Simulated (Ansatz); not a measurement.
Consider PbZrO3 in the cubic perovskite structure (space group Pm-3m, No. 221; a = 4.1413 Å; a cell from a computed database, its experimental status unchecked).

Perturbation: an isotropic linear strain of −5.13 %; the atoms relax in the strained cell.

Levels (all Ansatz, a first-principles code, PAW): PBEsol (420 eV, spin-orbit coupling left out); r2SCAN (500 eV, without spin-orbit coupling); HSE06 (420 eV, no spin-orbit coupling).

One geometry, relaxed with PBEsol, under each level:

```json
[
 {"level": "PBEsol", "band gap": "2.35 eV", "lowest conduction level above the VBM at special points": "X 2.35 eV; Γ 3.64 eV; M 4.43 eV; R 6.25 eV", "pressure": "377.4 kbar"},
 {"level": "r2SCAN", "band gap": "(withheld)", "lowest conduction level above the VBM at special points": "(withheld)", "pressure": "(withheld)"},
 {"level": "HSE06", "band gap": "3.42 eV", "lowest conduction level above the VBM at special points": "X 3.42 eV; Γ 4.96 eV; M 5.62 eV", "pressure": "–"}
]
```

**Question.** Give the withheld r2SCAN results.

**Answer.** 
- r2SCAN, band gap: 2.91 eV
- r2SCAN, lowest conduction level above the VBM at special points: X 2.91 eV; Γ 4.24 eV; M 5.02 eV; R 6.83 eV
- r2SCAN, pressure: 421.9 kbar

Single points use the geometry relaxed with PBEsol. Their cutoffs differ, which shifts pressures a little. HSE06 gaps are upper bounds (no full band path). Spin-orbit coupling, missing from the scalar runs, can matter with Pb. Stability against distortions was not tested. Many cubic perovskites are stable only at high temperature; tilts and polar distortions were not tested.
